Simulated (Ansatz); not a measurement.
Base system: ZrO$_{2}$ (space group P4_2/nmc, No. 137).

```
ZrO2
1.0
    3.60110     0.00000     0.00000
    0.00000     3.60110     0.00000
    0.00000     0.00000     5.23008
Zr O
2 4
Cartesian
  0.00000   0.00000   0.00000
  1.80055   1.80055   2.61504
  0.00000   1.80055   1.02705
  0.00000   1.80055   3.64209
  1.80055   0.00000   1.58799
  1.80055   0.00000   4.20303
```

Levels (all Ansatz, a program for electronic structure, PAW, earlier PAW set): r2SCAN (500 eV, no SOC); HSE06 (420 eV, spin-orbit coupling left out).

The geometry is relaxed with r2SCAN.

| Quantity | Result |
|---|---|
| r2SCAN lowest conduction level above the VBM at special points | Γ 4.60 eV; X 4.97 eV; R 5.08 eV |

Task: What does HSE06 give at this geometry for the lowest conduction level above the VBM at special points?

Result: The lowest conduction level above the VBM at special points becomes Γ 5.72 eV; X 6.12 eV; R 6.25 eV (r2SCAN: Γ 4.60 eV; X 4.97 eV; R 5.08 eV).

Single points use the geometry relaxed with r2SCAN. The hybrid gap comes from the SCF mesh plus the semilocal run's edge points and a few special points and is an upper bound. The levels and masses belong to the bands next to the band gap. Stability against distortions was not tested. This is not the structure that ZrO2 has at room temperature and ambient pressure.
